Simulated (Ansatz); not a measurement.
Functionals compared on CO on the 1x1 (111) surface of fcc Cu, one in a 2x2 cell, started at the site 'hollow Cu-Cu-Cu over Cu at depth 4.1 Å', in Ansatz (plane waves, PAW). The structure was relaxed with PBE; the other rows are single points on it, each with its references at the same level. Cutoff 420 eV (500 eV for r2SCAN).

Set-up: 18 atoms, 6.2 Å thick at the start under the adsorbate (thin: gaps and levels are the slab's own); mesh 6x6x1; 0.1 eV smearing; dipole correction on; 8 atoms held, the rest relaxed; symmetry of the start imposed; no spin, no spin-orbit, no U, no dispersion correction. At the end it is bonded to 3 Cu. In PBE it is, or lies within 0.03 eV of, the lowest of the starts that converged. These notes are the PBE run's. Adsorption energies are against CO(g). A negative adsorption energy means that the adsorbate is more stable on the surface than in its reference.

```json
[
 {"functional": "PBE", "adsorption energy (eV)": "-0.75", "work function of the top face (eV)": "5.43", "change of the work function (eV)": "0.66", "rough cost of the single point": "–"},
 {"functional": "RPBE", "adsorption energy (eV)": "…", "work function of the top face (eV)": "…", "change of the work function (eV)": "…", "rough cost of the single point": "about 100 core-seconds (a rough figure)"},
 {"functional": "r2SCAN", "adsorption energy (eV)": "-0.87", "work function of the top face (eV)": "5.51", "change of the work function (eV)": "0.71", "rough cost of the single point": "very roughly 3 core-minutes"}
]
```

Question: What belongs in the gaps?

Answer: 
- RPBE, adsorption energy (eV): -0.38
- RPBE, work function of the top face (eV): 5.30
- RPBE, change of the work function (eV): 0.70

Ansatz is a program for electronic structure.
